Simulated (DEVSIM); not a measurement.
Device: abrupt Si n-p junction, at 350 K.

```
layer (left to right)  material  thickness (μm)  Nd (cm⁻³)  Na (cm⁻³)  τn (s)  τp (s)
---------------------  --------  --------------  ---------  ---------  ------  ------
1                            Si            15.0     2.3e17          -    2e-6    2e-6
2                            Si            45.0          -     4.1e16    2e-6    2e-6
```

Left contact: ohmic. Right contact: ohmic. Voltage is applied to the left contact. Recombination: SRH at mid-gap, radiative. Mobility is μmin + (μ − μmin)/(1 + (N/Nref)^α).

Constants are typed, rounded textbook-type inputs, not results; the design itself was drawn at random and stands for no fabricated device. Values at 300 K; Nc and Nv go as T^1.5, mobilities as T to minus their exponent, the gap by Varshni's rule with the affinity fixed.

| parameter | Si |
|---|---|
| gap (eV) | 1.124 |
| affinity (eV) | 4.05 |
| permittivity | 11.7 |
| Nc (cm⁻³) | 2.86e19 |
| Nv (cm⁻³) | 3.1e19 |
| μn (cm²/Vs) | 1417 |
| μp (cm²/Vs) | 470 |
| μn,min | 52 |
| μp,min | 45 |
| Nref,n | 9.7e16 |
| Nref,p | 2.2e17 |
| αn | 0.68 |
| αp | 0.72 |
| T exponent of μn | 2.3 |
| T exponent of μp | 2.2 |
| B (cm³/s) | 4.7e-15 |
| Varshni α (eV/K) | 0.000473 |
| Varshni β (K) | 636 |

Simulated with DEVSIM: 1D drift-diffusion, Boltzmann statistics, complete ionisation; no tunnelling, impact ionisation, image-force lowering or self-heating.

The doping Nd of layer 1 was swept, all else fixed.

```tsv
doping Nd of layer 1 (cm^-3)	largest field in the device at zero bias (V/cm)	potential step across the device at zero bias (V)	dark forward voltage at 1 A/cm² (V)	dark forward voltage at 100 A/cm² (V)
6.9e15	33000	0.646	0.533	0.825
2.3e16	53000	0.682	0.562	0.808
6.9e16	72000	0.715	0.581	0.793
2.3e17	86000	0.751	0.590	0.781
6.9e17	96000	0.785	0.593	0.773
2.3e18	120000	0.821	0.594	0.769
6.9e18	___	0.854	0.594	0.767
```

Problem. What belongs in the gaps?

Solution. 
- 6.9e18, largest field in the device at zero bias (V/cm): 180000
